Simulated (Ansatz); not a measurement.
Base system: TiO$_{2}$ in the rutile structure (space group P4_2/mnm, No. 136; a = 4.548 Å, c = 2.917 Å). Axes: x, y, z lie along a, b, c of the conventional cell.

The values are results of plane-wave PAW DFT at the LDA level (Ansatz, a program for electronic structure, 420 eV), scalar-relativistic without spin-orbit coupling, not measurements.

It is then changed as follows: uniaxial strain ε_xx = +1.80 %, all other strain components held at zero; the atoms relax in the strained cell.

Problem. Predict the stress tensor and what it implies for the stiffness.

Solution. Stress of the strained cell less that of the base (GPa, compression positive):
```
  -5.26    0.00    0.00
   0.00   -3.61    0.00
   0.00    0.00   -3.03
```

Then −Δσ_ii/ε with ε = 0.0180 gives secant stiffness values (nonlinear terms included at this strain): C11 ≈ 292 GPa, C12 ≈ 201 GPa and C13 ≈ 168 GPa.

No phonon test of stability was made. The final runs are not spin-polarised.
